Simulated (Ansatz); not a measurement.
The reference is NiAgO2 (space group P6_3/mmc, No. 194; a = 2.9022 Å, c = 12.1743 Å; ferromagnetic; a cell from a computed database, its experimental status unchecked).

Level of theory: PBEsol, PAW, 420 eV (Ansatz, a first-principles code; no SOC).

For the base:

| Property | Result |
|---|---|
| Lattice parameter a | 5.484 bohr |
| c/a ratio | 4.195 |

One thing is altered: spin polarisation is switched off and the cell is relaxed again.

**Question.** What does the calculation give for the lattice parameter a, energy relative to the base and c/a ratio after the change?

**Answer.** The lattice parameter a falls by 0.021 bohr, from 5.484 bohr to 5.463 bohr; the energy is nearly the same (to 0.01 eV only: unlike meshes or grids); the c/a ratio increases by 0.036 to 4.231.

Other magnetic orders, which the real material may have, were not ruled out. Whether these cells are dynamically stable was not tested. No Hubbard U is applied, and correlation can decide whether such a compound is a metal. Spin-polarised in the final run: base; the other runs are not.
